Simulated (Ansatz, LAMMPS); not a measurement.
# Ge well of 12 atomic layers along [001] in random Si0.3Ge0.7, interfaces graded over 8 layers

Cell 17.02 × 17.02 × 51.64 Å, Si113Ge535, 648 atoms. Prepared with LAMMPS with Tersoff's 1989 multicomponent potential (SiCGe.tersoff): minimisation. 

These are PBE, support functions at accuracy medium on the grid of 370 eV (norm-conserving potentials; Ansatz, a first-principles code) values and carry that method's errors.

Basis: localised support functions (accuracy medium) on a full density matrix. k-points: zone centre alone; occupations: Fermi-Dirac, 0.010 eV; spin polarisation not allowed. Scalar-relativistic, no spin-orbit coupling.

```
Property                                                                                     Value
----------------------------------------------  --------------------------------------------------
Kohn-Sham gap of the cell on its k-mesh                                                    0.15 eV
weight of the highest filled level on the well                                                0.60
weight of the lowest empty level on the well                                                  0.36
coordination (neighbours within 2.928 Å)                                            100.0 % 4-fold
Ge-Ge bonds, mean ± spread                                                         2.482 ± 0.007 Å
Ge-Si bonds, mean ± spread                                                         2.436 ± 0.008 Å
Si-Si bonds, mean ± spread                                                         2.389 ± 0.007 Å
bond angles, mean ± spread                                                           109.5° ± 1.1°
pressure                                                                                  0.28 GPa
cost of the final run                           roughly 60 core-minutes, 19 SCF iterations, 13 GiB
```
